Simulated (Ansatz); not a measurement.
Abridged Ansatz (a program for electronic structure) output:

```
Relaxation: its limit of steps is 50 (relax.max_steps)
Pseudopotential: Li, paw, valence charge 3
Pseudopotential: F, paw, valence charge 7
Crystal: 2 atoms, lattice volume = 15.933 Å³
Basis set: ecut = 420 eV, 331 PW (Γ), exchange–correlation on 40×40×40 points (8 copies of the dense FFT grid, shifted against one another)
Bands: 9, of which v1, the nominal top of the filled ones, is band 5 counted from 1 (4 counted from 0)
Symmetry: 16 space group operations
k-points: 244 of 2744
Functional: x = pbesol(κ = 0.804, μ = 0.12345679012345678), c = pbesol(β = 0.046)
SCF iter   1: F=—  HF=-1006.563986 eV  |F-HF|=—  |Δ(HF+E_count)|=         —  Δρ=1.45e-2  dr2=2.02e-2  ethr=1.77e-3  ⟨swp⟩=5.6  Hψ=13515  notcnv=0
SCF iter   2: F=—  HF=-1006.556672 eV  |F-HF|=—  |Δ(HF+E_count)|=   7.31e-3  Δρ=4.81e-3  dr2=1.66e-3  ethr=2.02e-4  ⟨swp⟩=2.8  Hψ=6021  notcnv=0
SCF 1 converged in 7 iterations: F = -1006.556021 eV  dr2 = 4.08e-11
relax step   1: F+E_penalty+E_count = -1006.55602051 eV  Δ(F+E_penalty+E_count) = +0.000e0 eV  max|allowed force component| = 1.272e-29 eV/Å  Δτ_max = 0.0000 Å  (7 SCF iters, accepted)
SCF converged after 7 iterations
Free energy (F): -1006.556021 eV
Internal energy: -1006.556021 eV  (E = F + TS)
E sigma→0 (E₀):  -1006.556021 eV
Fermi energy:    5.786213 eV
--- Forces (eV/Å), atoms counted from 1 ---
  atom   1  Li    -0.00000000     0.00000000     0.00000000
  atom   2  F      0.00000000     0.00000000     0.00000000
--- Stress (GPa, compression-positive) ---
        0.457779       0.000000       0.000000
        0.000000       0.457779       0.000000
        0.000000       0.000000       1.323960
  P = ⅓ Tr σ = 0.7465 GPa (7.465 kbar)
--- Relaxed structure (1 steps of the walk, 1 accepted, 0 SCFs on fresh bases) ---
  atoms:
    - { symbol: Li, position: [0.0, 0.0, 0.0] }
    - { symbol: F, position: [0.4999999999999999, 0.4999999999999999, 0.5000000000000001] }
```

Problem. What was computed, and what are the main results?

Solution. LiF, 2 atoms in the cell, with plane-wave PAW DFT at the PBEsol level (Ansatz, 420 eV), no SOC. The last SCF converged to F = -1006.556021 eV, or -503.2780 eV per atom, at a pressure of 0.75 GPa. The total energy compares only with runs of the same code, potentials and settings.

The cells carry an imposed strain or load. Stability against distortions was not tested. The cell was made from LiF in the rock salt structure (space group Fm-3m, No. 225) by this change: uniaxial strain ε_zz = −1.00 %.

Keys are those of Ansatz 0.2.
